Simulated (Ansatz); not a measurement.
The starting structures come from a database of crystals and need not be the phases stable at ambient conditions.

The decay constant κ of evanescent states in the gap governs leakage through a thin film.

Given:

```
Tl2WO4
1.0
    6.50218     0.00000     0.00000
   -3.25109     5.63105     0.00000
    0.00000     0.00000     8.70683
Tl W O
4 2 8
Direct
  0.33333   0.66667   0.81438
  0.66667   0.33333   0.18562
  0.00000   0.00000   0.50000
  0.00000   0.00000   0.00000
  0.33333   0.66667   0.31195
  0.66667   0.33333   0.68805
  0.81676   0.63353   0.75814
  0.18324   0.36647   0.24186
  0.36647   0.18324   0.75814
  0.63353   0.81676   0.24186
  0.81676   0.18324   0.75814
  0.18324   0.81676   0.24186
  0.66667   0.33333   0.48324
  0.33333   0.66667   0.51676
```

Space group of this cell: P-3m1. The cell was relaxed by PBE-D3(BJ); by r2SCAN its mean pressure is -3.9 GPa.

Transport runs along the normal of the first two printed cell vectors, the (001) plane of the conventional cell.

The gap is the functional's own. No spin-orbit coupling. Mid-gap values are interpolated on the energy grid.

**Question.** Compute, with r2SCAN run with Ansatz (a first-principles code), the band gap and the smallest decay constant κ at mid-gap.

**Answer.** Gap 3.70 eV on a 6×6×4 mesh; κ = 0.438 1/Å, at (0.500, 0.000) of the in-plane reciprocal vectors. At the zone centre, at the nearest computed energy, the slowest state has κ = 0.45 1/Å.
